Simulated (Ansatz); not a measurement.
## SrTiO3, response to strain

Base system: SrTiO3 in the cubic perovskite structure (space group Pm-3m, No. 221; a = 3.8911 Å).

Strains are applied to the cell and any free atomic positions relax.

Level of theory: Kohn–Sham DFT with the PBEsol functional, run in Ansatz (a program for electronic structure) with PAW and 420 eV plane waves, spin-orbit coupling left out.

Notes on the quantities. energy relative to the base: free energy F.

```tsv
variant	band gap	energy relative to the base	smallest direct gap	pressure	width of the top valence band
base	1.85 eV	0 meV/atom	2.19 eV	-0.01 GPa	1.05 eV
isotropic strain −3.00 %	2.01 eV	+61 meV/atom	2.27 eV	20.74 GPa	1.17 eV
isotropic strain −2.40 %	1.98 eV	+38 meV/atom	2.26 eV	15.89 GPa	1.14 eV
isotropic strain −1.20 %	1.92 eV	+9.2 meV/atom	2.23 eV	7.29 GPa	1.08 eV
isotropic strain −0.60 %	1.88 eV	+2.2 meV/atom	2.21 eV	3.49 GPa	1.06 eV
```

Whether these cells are dynamically stable was not tested. All final runs are without spin polarisation. Many cubic perovskites are stable only at high temperature; tilts and polar distortions were not tested.
